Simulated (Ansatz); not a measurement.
# Input and output of a self-consistent single point for TiCd (P4mm, 4 atoms in the cell) (Ansatz)

Method: PBEsol, default PAW files made with PBE (plane waves; Ansatz, a first-principles code).

Input:

Ansatz 0.2 input:
```yaml
# TiCd
crystal:
  lattice:
    - [2.902540, 0.000000, 0.000000]
    - [0.000000, 2.902540, 0.000000]
    - [0.000000, 0.000000, 9.059251]
  atoms:
    - { symbol: Ti, position: [0.000000, 0.500000, 0.396789] }
    - { symbol: Ti, position: [0.500000, 0.000000, 0.608730] }
    - { symbol: Cd, position: [0.000000, 0.500000, 0.866670] }
    - { symbol: Cd, position: [0.500000, 0.000000, 0.133330] }
basis:
  ecutwfc: 420.0 eV
kpoints:
  mp_grid: { grid: [9, 9, 3] }
hamiltonian:
  xc: pbesol
  pseudopotentials: { kind: paw }
scf:
  occupations: { method: fermi_dirac, width: 0.1 eV }
output:
  forces: true
  eigenvalues: true
  stress: true
```

The program printed (abridged):

```
WARN ansatz: RAYON_NUM_THREADS=1 ignored (pool sized by the plan → 1); use --threads N
Pseudopotentials: kind: paw
Pseudopotential: Ti, paw, valence charge 12
Pseudopotential: Cd, paw, valence charge 20
Crystal: 4 atoms, lattice volume = 76.322 Å³
Basis set: ecut = 420 eV, 1467 PW (Γ), exchange–correlation on 40×40×128 points (8 copies of the dense FFT grid, shifted against one another)
Bands: 39, of which v1, the nominal top of the filled ones, is band 32 counted from 1 (31 counted from 0)
Symmetry: 8 space group operations
Space group: P4mm (ITA 99), of the structure as read, at distance tolerance 4.2e-5 Å
k-points: 30 of 243 (time reversal used)
PAW frozen core: Ti, regenerated for the run's functional, and the local potential with it
PAW frozen core: Cd, regenerated for the run's functional, and the local potential with it
Initial density: superposition of atomic densities (neutral atoms: chi_scale 0, normalization atom), corrected by the library's trained network
Initial wavefunctions: pseudopotential atomic-orbital guess
Eigensolver: davidson
Functional: x = pbesol(κ = 0.804, μ = 0.12345679012345678), c = pbesol(β = 0.046)
SCF iter   1: F=—  HF=-21316.279920 eV  |F-HF|=—  |Δ(HF+E_count)|=         —  Δρ=8.05e-3  dr2=4.64e-2  ethr=1.77e-3  ⟨swp⟩=4.7  Hψ=3640  notcnv=0
all-band conjugate gradients solve this SCF's bands
preconditioner: auto → Kerker (q_TF=auto, 2.649 Å⁻¹)
SCF iter   2: F=—  HF=-21316.270555 eV  |F-HF|=—  |Δ(HF+E_count)|=   9.37e-3  Δρ=3.42e-3  dr2=1.11e-2  ethr=7.25e-5  ⟨swp⟩=2.6  Hψ=2164  notcnv=0
SCF iter   3: F=—  HF=-21316.268567 eV  |F-HF|=—  |Δ(HF+E_count)|=   1.99e-3  Δρ=1.01e-3  dr2=1.33e-3  ethr=1.74e-5  ⟨swp⟩=2.0  Hψ=1627  notcnv=0
SCF iter   4: F=—  HF=-21316.268369 eV  |F-HF|=—  |Δ(HF+E_count)|=   1.97e-4  Δρ=2.02e-4  dr2=6.88e-5  ethr=2.08e-6  ⟨swp⟩=2.1  Hψ=1479  notcnv=0
SCF iter   5: F=—  HF=-21316.268297 eV  |F-HF|=—  |Δ(HF+E_count)|=   7.26e-5  Δρ=6.11e-5  dr2=3.20e-6  ethr=1.08e-7  ⟨swp⟩=2.0  Hψ=1306  notcnv=0
SCF iter   6: F=—  HF=-21316.268297 eV  |F-HF|=—  |Δ(HF+E_count)|=   2.08e-7  Δρ=1.49e-5  dr2=4.57e-7  ethr=5.01e-9  ⟨swp⟩=2.3  Hψ=1773  notcnv=0
SCF iter   7: F=-21316.268297 eV  HF=-21316.268297 eV  |F-HF|=1.71e-8  |Δ(HF+E_count)|=   5.51e-8  Δρ=3.09e-6  dr2=2.24e-8  ethr=1.56e-10  ⟨swp⟩=4.9  Hψ=3950  notcnv=0
SCF 1 converged in 7 iterations: F = -21316.268297 eV  dr2 = 2.24e-8
SCF converged after 7 iterations
Free energy (F): -21316.268297 eV
Harris-Foulkes:  -21316.268297 eV  (|F-HF|=1.71e-8)
Internal energy: -21316.183286 eV  (E = F + TS)
E sigma→0 (E₀):  -21316.225791 eV
Entropy (-TS):   -0.085011 eV (-21.253 meV/atom)
Fermi energy:    14.250625 eV
--- Per-component energies (eV) ---
  E_band       = -1091.882889
  E_kinetic    = 1552.564059
  E_local      = -7982.173455  (includes V_loc(G=0)·N_el)
  E_nonlocal   = 88.521768
  E_hartree    = 3674.695800
  E_xc         = -545.430726
  E_vxc        = -686.600530  (∫ρ·V_xc dr)
  E_paw        = -10068.543238  (= ΣΔE_a)
  E_vpaw       = -1413.578511  (= ΣTr[D̂ρ^β])
  E_aug_tail   = 0.000244  (compensation charges beyond the density's cutoff)
  E_ewald      = -8036.780426
  E_core_change = 0.962688  (= ΣΔE_core)
  E_smearing   = -0.085011  (= −TS)
  E_closure    = 0.000000  (closes the sum)
  Σ components = -21316.268297   (vs F -21316.268297, Δ=0.00e0)
--- Forces (eV/Å), atoms counted from 1 ---
  atom   1  Ti     0.00000000     0.00000000    -0.28808630
  atom   2  Ti    -0.00000000     0.00000000     0.17919717
  atom   3  Cd    -0.00000000     0.00000000    -0.05528465
  atom   4  Cd     0.00000000     0.00000000     0.16412488
  max |Σ_I F_I| component: 4.89e-5 eV/Å
--- Stress (GPa, compression-positive) ---
       -3.794938       0.000000       0.000000
        0.000000      -3.794938       0.000000
        0.000000       0.000000      -3.448880
  P = ⅓ Tr σ = -3.6796 GPa (-36.796 kbar)
  The stress holds the Pulay correction. Without it, at fixed plane waves, as pw.x and ABINIT print it: P = -3.7078 GPa
--- Band table (eV; the first three rows and the last of 30) ---
  k-point 0: bands = ["-88.5398", "-88.5259", "-49.6007", "-49.6007", "-49.5928", "-49.5869", "-49.5869", "-49.5699", "-42.4579", "-42.3376", "-18.9408", "-18.6577", "-18.6577", "-18.5559", "-18.4843", "-18.4843", "4.3959", "4.6228", "4.6874", [...]
  k-point 1: bands = ["-88.5398", "-88.5259", "-49.6008", "-49.6008", "-49.5928", "-49.5869", "-49.5869", "-49.5699", "-42.4579", "-42.3376", "-18.9408", "-18.6577", "-18.6577", "-18.5559", "-18.4843", "-18.4843", "4.3961", "4.6227", "4.6886", [...]
  k-point 2: bands = ["-88.5395", "-88.5255", "-49.6067", "-49.6003", "-49.5944", "-49.5904", "-49.5865", "-49.5697", "-42.4494", "-42.3361", "-18.9348", "-18.7219", "-18.6488", "-18.5367", "-18.5232", "-18.4858", "4.4706", "4.6909", "4.7899", [...]
  k-point 29: bands = ["-88.5338", "-88.5199", "-49.6457", "-49.6457", "-49.6311", "-49.6309", "-49.5809", "-49.5660", "-42.3235", "-42.3089", "-19.0208", "-19.0190", "-18.7680", "-18.7424", "-18.6712", "-18.6433", "4.6484", "4.6659", "4.8430", [...]
```

The run converged in 7 iterations.

The starting cell comes from a database of computed structures (which also holds hypothetical and non-ambient phases and stackings), without a prior relaxation at this level. Its lattice was rescaled by up to half a per cent. One atom was moved a little off its site on purpose. Spin polarisation is off. With a pressure of about -4 GPa the cell is away from its equilibrium volume at this level. Ansatz's pressure includes its estimate of the finite-basis (Pulay) stress.
